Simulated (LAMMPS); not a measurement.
Simulation of HgS (zinc blende), 4096 atoms, at 660 K and 2 GPa, heated as the crystal.

Level of theory: classical MD, pair style sw, file CdTeZnSeHgS0.sw, run in LAMMPS.

Starting crystal:

HgS is taken in the cubic space group F-43m (No. 216), the zinc blende structure, Pearson symbol cF8. Cell: a = 5.8500 Å, b = 5.8500 Å, c = 5.8500 Å, α = 90.00°, β = 90.00°, γ = 90.00°. Hg on 4a has 4 S at 2.533 Å (tetrahedral). S on 4d is surrounded by 4 Hg at 2.533 Å (tetrahedral). (Neighbours: up to the widest gap in distance over summed covalent radii, below 1.35, at either atom; cation-cation and far metal-metal contacts left out.)

**Question.** What does the simulation give for the state found, the density, the volume per atom, the enthalpy per atom, the first peak of g(r), Hg-S?

**Answer.** state found: crystal; no diffusion seen in 30 ps; density: 7.8527 ± 0.0002 g/cm³; volume per atom: 24.5983 ± 0.0006 Å³/atom; enthalpy per atom: -1.5167 ± 0.0001 eV/atom; first peak of g(r), Hg-S: 2.52 Å, height 11.5.

Caution: in nature this polymorph isn't the stable one over the whole range of temperature at this pressure, and short runs keep a crystal in its starting form. Caution: a run this short can hold a crystal over, or a liquid under, the potential's own melting point, which these runs don't give.
